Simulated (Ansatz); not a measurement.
The boundary is one mirror-built cell; no search for the lowest one was made.

```
Item                                                                                                              Result
--------------------------  --------------------------------------------------------------------------------------------
Junction                    Σ5 (310) symmetric tilt boundary in bcc Mo, with one H atom a cell (15.8 Å²) in the boundary
Cell area                                                                                                       15.79 Å²
Transmission a spin                                                                                                1.200
Channels of the lower lead                                                                                         2.558
Channels of the upper lead                                                                                         2.558
```

Calculation: PBE (plane waves, PAW; Ansatz, a program for electronic structure).

Task: Work out the resistance-area product that the junction adds between diffusive leads.

Result: AR = A (h/2e²)[1/T − 1/(2N₁) − 1/(2N₂)] = 15.79 × 10⁻²⁰ m² × 12906 Ω × 0.442 = 0.90 × 10⁻¹⁵ Ω m².
